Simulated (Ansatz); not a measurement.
A relaxation of the atoms of LaGe2Pd2 (I4mm, 5 atoms in the cell) with Ansatz (a first-principles code).

Method: LDA (PW92), default PAW files made with PBE (plane waves; Ansatz).

The change in words: one atom moved by 0.15 angstrom; relax: default → atoms; relax.f_tol: default → 0.001 eV/Å. Reference geometry:
```yaml
crystal:
  lattice:
    - [-2.18820, 2.18820, 5.03688]
    - [2.18820, -2.18820, 5.03688]
    - [2.18820, 2.18820, -5.03688]
  atoms:
    - { symbol: La, position: [0.00000, 0.00000, 0.00000] }
    - { symbol: Ge, position: [0.62413, 0.62413, 0.00000] }
    - { symbol: Ge, position: [0.37587, 0.37587, 0.00000] }
    - { symbol: Pd, position: [0.25000, 0.75000, 0.50000] }
    - { symbol: Pd, position: [0.75000, 0.25000, 0.50000] }
```

Reference input (self-consistent single point, DFT, LDA (PW92), plane waves, default PAW files made with PBE): basis.ecutwfc = 30.9 Ry; kpoints.mp_grid.grid = 9 9 9; hamiltonian.xc = lda; hamiltonian.pseudopotentials = {kind: paw} (the program's default PAW files); scf.occupations.method = fermi_dirac; scf.occupations.width = 0.0073 Ry. This run's input differs from it in these lines:

```diff
@@ -7,3 +7,3 @@
   atoms:
-    - { symbol: La, position: [0.00000000, 0.00000000, 0.00000000] }
+    - { symbol: La, position: [0.01489000, 0.01489000, 0.00000000] }
     - { symbol: Ge, position: [0.62413000, 0.62413000, 0.00000000] }
@@ -21,2 +21,4 @@
   occupations: { method: fermi_dirac, width: 0.0073 Ry }
+relax:
+  f_tol: 0.001
 output:
```

Output (repeated stretches shortened):

```
   [... SCF lines of the steps left out ...]
relax step   1: F+E_penalty+E_count = -28201.13083378 eV  Δ(F+E_penalty+E_count) = +0.000e0 eV  max|allowed force component| = 6.865e-1 eV/Å  Δτ_max = 0.0000 Å  (7 SCF iters, dr2 threshold 1.00e-7 eV, accepted)
relax step   2: F+E_penalty+E_count = -28201.18073113 eV  Δ(F+E_penalty+E_count) = -4.990e-2 eV  max|allowed force component| = 2.340e-1 eV/Å  Δτ_max = 0.1608 Å  (7 SCF iters, dr2 threshold 2.95e-5 eV, accepted)
relax step   3: F+E_penalty+E_count = -28201.18731951 eV  Δ(F+E_penalty+E_count) = -6.588e-3 eV  max|allowed force component| = 4.063e-2 eV/Å  Δτ_max = 0.0405 Å  (5 SCF iters, dr2 threshold 3.42e-6 eV, accepted)
relax step   4: F+E_penalty+E_count = -28201.18743913 eV  Δ(F+E_penalty+E_count) = -1.196e-4 eV  max|allowed force component| = 3.848e-3 eV/Å  Δτ_max = 0.0033 Å  (5 SCF iters, dr2 threshold 1.03e-7 eV, accepted)
relax step   5: F+E_penalty+E_count = -28201.18744022 eV  Δ(F+E_penalty+E_count) = -1.091e-6 eV  max|allowed force component| = 8.658e-5 eV/Å  Δτ_max = 0.0003 Å  (5 SCF iters, accepted)
the relaxation is at rest under the 8 symmetry operations that the run kept from its start: a minimum is not shown …
Stability not checked: this state was not tested for a lower state beside it, because too few of the mixer's solves of this state at the end of the SCF gave a …
Free energy (F): -28201.187440 eV
Internal energy: -28201.096325 eV  (E = F + TS)
E sigma→0 (E₀):  -28201.141883 eV
Entropy (-TS):   -0.091115 eV (-18.223 meV/atom)
Fermi energy:    14.440776 eV
--- Forces (eV/Å), atoms counted from 1 ---
  atom   1  La     0.00000000     0.00000000    -0.00008693
   [... lines left out ...]
    - { symbol: Ge, position: [0.6291994309820732, 0.6291994309820732, 8.097334739832524e-34] }
    - { symbol: Ge, position: [0.3767556281289758, 0.3767556281289758, -6.865131627249315e-34] }
    - { symbol: Pd, position: [0.2529776933234714, 0.7529776933234715, 0.5000000000000001] }
    - { symbol: Pd, position: [0.7529776933234715, 0.2529776933234714, 0.5000000000000001] }
```

The run converged. 

Summary of the result:
* **Free energy E − TS (on the zero of these files)**: -28201.1874 eV
* **Fermi level (on the code's own zero)**: 14.44 eV
* **Pressure**: -4.79 GPa
* **Relaxation steps**: 5

The starting cell comes from a database of computed structures (which also holds hypothetical and non-ambient phases and stackings), without a prior relaxation at this level. Its lattice was rescaled by up to half a per cent. For this run, on top of that: one atom moved by 0.15 angstrom. Spin polarisation is off. The relaxation keeps the symmetry of its start, so its end need not be a minimum. Ansatz's pressure includes its estimate of the finite-basis (Pulay) stress.

Cost on one core of a shared machine: roughly 2 min.

Keys are those of Ansatz 0.2.
